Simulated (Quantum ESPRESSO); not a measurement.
A self-consistent single point of Ba2Ge (Pnma, 12 atoms in the cell) with Quantum ESPRESSO.

Computed with PBEsol, PSlibrary PAW (PBE) pseudopotentials (plane waves; Quantum ESPRESSO 7.5).

```
Ba2Ge
1.0
    8.38884     0.00000     0.00000
    0.00000     5.35039     0.00000
    0.00000     0.00000     9.98650
Ba Ge
8 4
Direct
  0.85390   0.75000   0.41654
  0.14610   0.25000   0.58346
  0.64610   0.25000   0.91654
  0.35390   0.75000   0.08346
  0.51999   0.25000   0.32885
  0.48001   0.75000   0.67115
  0.98001   0.75000   0.82885
  0.01999   0.25000   0.17115
  0.24925   0.25000   0.90019
  0.75075   0.75000   0.09981
  0.25075   0.75000   0.40019
  0.74925   0.25000   0.59981
```

Reference input (self-consistent single point, DFT, PBEsol, plane waves, PSlibrary PAW (PBE) pseudopotentials): ecutwfc = 45 Ry; ecutrho = 270 Ry; occupations = smearing; smearing = marzari-vanderbilt; degauss = 0.0036749 Ry; input_dft = pbesol; potentials = {Ba: Ba.pbe-spn-kjpaw_psl.1.0.0.UPF, Ge: Ge.pbe-n-kjpaw_psl.1.0.0.UPF}; K_POINTS = automatic 3 5 2 0 0 0; conv_thr = 1e-09 Ry; mixing_beta = 0.5. This run's input differs from it in these lines:

```diff
@@ -44,3 +44,3 @@
 K_POINTS automatic
-3 5 2  0 0 0
+3 4 3  0 0 0
```

Output (repeated stretches shortened):

```
     Self-consistent Calculation

     iteration #  1     ecut=    45.00 Ry     beta= 0.50

     negative rho (up, down):  2.756E-02 0.000E+00

     total energy              =   -4082.90155137 Ry
     estimated scf accuracy    <       1.10333042 Ry

     iteration #  2     ecut=    45.00 Ry     beta= 0.50

     negative rho (up, down):  5.746E-02 0.000E+00

     total energy              =   -4083.22284160 Ry
     estimated scf accuracy    <       0.40178453 Ry

     iteration #  3     ecut=    45.00 Ry     beta= 0.50

     negative rho (up, down):  7.017E-02 0.000E+00

     WARNING: integrated charge=    96.00058052, expected=    96.00000000

     total energy              =   -4083.29462014 Ry
     estimated scf accuracy    <       0.01195661 Ry

   [... 24 blocks of this kind left out ...]

     iteration # 28     ecut=    45.00 Ry     beta= 0.50

     total energy              =   -4083.30176416 Ry
     estimated scf accuracy    <          1.1E-09 Ry

     iteration # 29     ecut=    45.00 Ry     beta= 0.50
     End of self-consistent calculation

     the Fermi energy is     7.7518 ev

!    total energy              =   -4083.30176416 Ry
     estimated scf accuracy    <          2.0E-10 Ry
     smearing contrib. (-TS)   =       0.00006556 Ry
     internal energy E=F+TS    =   -4083.30182972 Ry

     convergence has been achieved in  29 iterations

     Forces acting on atoms (cartesian axes, Ry/au):

     atom    1 type  1   force =     0.00092276    0.00000000   -0.00125244
     atom    2 type  1   force =    -0.00092276   -0.00000000    0.00125244
     atom    3 type  1   force =    -0.00092276   -0.00000000   -0.00125244
     atom    4 type  1   force =     0.00092276    0.00000000    0.00125244
     atom    5 type  1   force =     0.00010840   -0.00000000   -0.00242674
   [... lines left out ...]

     Total force =     0.007331     Total SCF correction =     0.000004

          total   stress  (Ry/bohr**3)                   (kbar)     P=       -0.08
  -0.00000728   0.00000000   0.00000000           -1.07        0.00        0.00
   0.00000000  -0.00000191   0.00000000            0.00       -0.28        0.00
   0.00000000   0.00000000   0.00000754            0.00        0.00        1.11

   JOB DONE.
```

The run converged in 29 iterations. Against the reference run the free energy rises by 1.4 meV/atom, the pressure hardly changes (-0.03 to -0.01 GPa), the largest force hardly changes (0.065 to 0.062 eV/Å) and the gap on the mesh goes from 0.152 to 0.123 eV. The full log also holds: “WARNING: integrated charge=    96.00058052, expected=    96.00000000”. The full log also holds: “WARNING: integrated charge=    96.00021839, expected=    96.00000000”.

The starting cell comes from a database of computed structures (which also holds hypothetical and non-ambient phases and stackings), without a prior relaxation at this level. Its lattice was rescaled by a random factor within 2.5 % of one.

Cost on one core of a shared machine: roughly 10 min.
